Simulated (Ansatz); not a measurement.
We consider SnAu (P6₃/mmc, No. 194), described by r²SCAN (Ansatz, a first-principles code, plane waves, PAW).

Settings: plane-wave cutoff 560 eV, 18×18×10 k mesh (along the axes of the cell as run), Fermi–Dirac smearing 0.05 eV, scalar-relativistic PAW data made under PBE.

Cell (relaxed at this level):

```cif
data_Au2Sn2
_chemical_formula_sum 'Au2 Sn2'
_space_group_name_H-M_alt 'P 1'
_space_group_IT_number 1
_cell_length_a 4.35301
_cell_length_b 4.35301
_cell_length_c 5.60964
_cell_angle_alpha 90.000
_cell_angle_beta 90.000
_cell_angle_gamma 120.000
loop_
_space_group_symop_operation_xyz
  'x, y, z'
loop_
_atom_site_label
_atom_site_type_symbol
_atom_site_fract_x
_atom_site_fract_y
_atom_site_fract_z
_atom_site_occupancy
Au1 Au 0.00000 0.00000 0.00000 1
Au2 Au 0.00000 0.00000 0.50000 1
Sn1 Sn 0.33333 0.66667 0.25000 1
Sn2 Sn 0.66667 0.33333 0.75000 1
```

**Question.** What does this level give for the bulk modulus B0?

**Answer.** 
* **bulk modulus B0**: 84.9 GPa

The run finds no gap.

Note: the bulk modulus is −V dP/dV from two relaxed cells at ±2 % in volume; the relaxation could not lower the start's symmetry, so the cell can be a saddle point above a distorted one.

Spin–orbit coupling is not included; it can shift volumes and moduli of such heavy elements.

Cost on a shared machine: about 5 core-minutes (a rough figure).
